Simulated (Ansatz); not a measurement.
Consider SnO (space group P4/nmm, No. 129; a = 3.8371 Å, c = 4.7588 Å; layered, stacked along the Cartesian z axis). Axes: x, y, z lie along a, b, c of the conventional cell.

Method: Ansatz (a program for electronic structure) PBE-D3(BJ), scalar-relativistic without spin-orbit coupling.

It is then changed as follows: an isotropic linear strain of −3.00 %; the atoms relax in the strained cell.

Problem. Predict the stress tensor and what it implies for the stiffness.

Solution. Stress of the strained cell less that of the base (GPa, compression positive):
```
    6.3     0.0     0.0
    0.0     6.3     0.0
    0.0     0.0     2.6
```

Then B = −ΔP/(ΔV/V₀) with ΔV/V₀ = -0.0873 gives secant stiffness values (nonlinear terms included at this strain): B (at held cell shape, above the free-shape value) ≈ 58 GPa.

As a check, the harmonic strain energy −½ V₀ Δσ:ε is 25 meV/atom; the computed energy rise is 23 meV/atom.

No phonon test of stability was made. All final runs are without spin polarisation.
